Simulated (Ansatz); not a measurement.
# What uniaxial stress, 2 GPa tension along x does to Al

The reference is Al in the fcc (Cu type) structure (space group Fm-3m, No. 225; a = 3.992 Å; relaxed with 0.1 eV smearing). Axes: x, y, z lie along the cube axes.

It is then changed as follows: uniaxial stress, 2 GPa tension along x, with the cell and atoms free to relax against it.

Calculations: r2SCAN/PAW in Ansatz (a first-principles code), spin-orbit coupling left out, earlier PAW set. Γ-centred 28×28×28 mesh, Fermi–Dirac width 0.1 eV.

The volume per atom increases by 0.13 Å³, from 15.91 Å³ to 16.04 Å³ and the space group becomes I4/mmm (No. 139) (base: Fm-3m (No. 225)). The shortest interatomic distance drops by 0.021 Å to 2.802 Å and the energy goes up by 2.2 meV/atom. The band gap stays zero and the strain response (xx, yy, zz) amounts to (+2.33, −0.74, −0.74) %. The secant Young's modulus along x comes out as 86 GPa and the mean lateral Poisson ratio is 0.32.

Cost of the whole job for the changed cell (relaxation, final SCF and bands): very roughly 80 core-seconds.

Stability under load was not tested beyond the relaxation.
